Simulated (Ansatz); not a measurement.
## PBE against r2SCAN: Y, pressure 3 GPa

Base system: Y in the hcp (Mg type) structure (space group P6_3/mmc, No. 194; a = 3.6556 Å, c = 5.6787 Å).

(Cell as relaxed with PBE.)

Levels (all Ansatz, a quantum-chemistry and plane-wave program, PAW): PBE (420 eV, scalar-relativistic without spin-orbit coupling); r2SCAN (500 eV, no spin-orbit coupling).

Each level relaxes its own structure.

```tsv
base	PBE	r2SCAN
volume per atom	32.86 Å³	33.46 Å³
lattice parameter a	3.656 Å	3.683 Å
band gap	zero	zero
```

The change: cell and atoms relaxed at a pressure of 3 GPa.

| quantity | PBE | r2SCAN |
|---|---|---|
| lattice parameter a | 3.575 Å | (withheld) |
| c/a ratio | 1.554 | (withheld) |
| band gap | zero | (withheld) |

Problem. Given the PBE results, estimate those of r2SCAN.

Solution. 
- lattice parameter a, r2SCAN: 3.606 Å
- c/a ratio, r2SCAN: 1.542
- band gap, r2SCAN: zero

PBE's lattice parameter a lies 0.031 Å below r2SCAN's (0.9 %); PBE's c/a ratio lies 0.0126 above r2SCAN's; the two agree on the band gap. Neither level is exact; r2SCAN is the comparison here, not a measurement.

Load acts through the strain it causes; cell and atoms are relaxed under it. No phonon test of stability was made. The final runs are not spin-polarised.
